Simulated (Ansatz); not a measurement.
SnGe (model structure, started from the h-BN type, P6₃/mmc, No. 194, 4 atoms in the cell): volume per atom by level of theory

No measured value is used here.

| level (code) | value (Å³/atom) |
|---|---|
| PBE (Ansatz) | 29.34 |
| PBEsol (Ansatz) | ___ |
| PBE-D3(BJ) (Ansatz) | 28.26 |

Task: Fill in the missing entries.

Result: 
- PBEsol (Ansatz, a quantum-chemistry and plane-wave program), value (Å³/atom): 27.89

Ansatz's density-functional and Hartree–Fock values are scalar-relativistic unless marked +SOC, with PAW data made under PBE.

A model structure was made by putting elements into a prototype or built by hand; it is no filed structure, need not be a known phase, and can be a saddle point held by its symmetry.
